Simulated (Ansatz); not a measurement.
## Effect of isotropic strain +2.99 % on CoSi2

Consider CoSi2 (space group Fm-3m, No. 225; a = 5.3612 Å; not spin-polarised; relaxed with 0.1 eV smearing).

Now apply this change: an isotropic linear strain of +2.99 %; the atoms relax in the strained cell.

Calculations: PBE in Ansatz (plane waves to 420 eV, PAW, no spin-orbit coupling), earlier PAW set. Settings: 19×19×19 k-points, 0.1 eV Fermi–Dirac smearing.

- Space group: Fm-3m (No. 225) (base Fm-3m (No. 225))
- Shortest interatomic distance: 2.391 Å (base 2.321 Å)
- Energy relative to the base (free energy F): +51 meV/atom
- Pressure: -12.7 GPa (base 0.0 GPa)
- Band gap: zero (base zero)

Final structure:

```
CoSi2
1.0
    0.00000     2.76073     2.76073
    2.76073     0.00000     2.76073
    2.76073     2.76073     0.00000
Co Si
1 2
Direct
  0.00000   0.00000   0.00000
  0.25000   0.25000   0.25000
  0.75000   0.75000   0.75000
```

No phonon test of stability was made. Starting moments died away, wholly or in part, for the base; another magnetic solution may exist. All final runs are without spin polarisation. An odd electron count without spin: CoSi2.

Ansatz is a first-principles code.
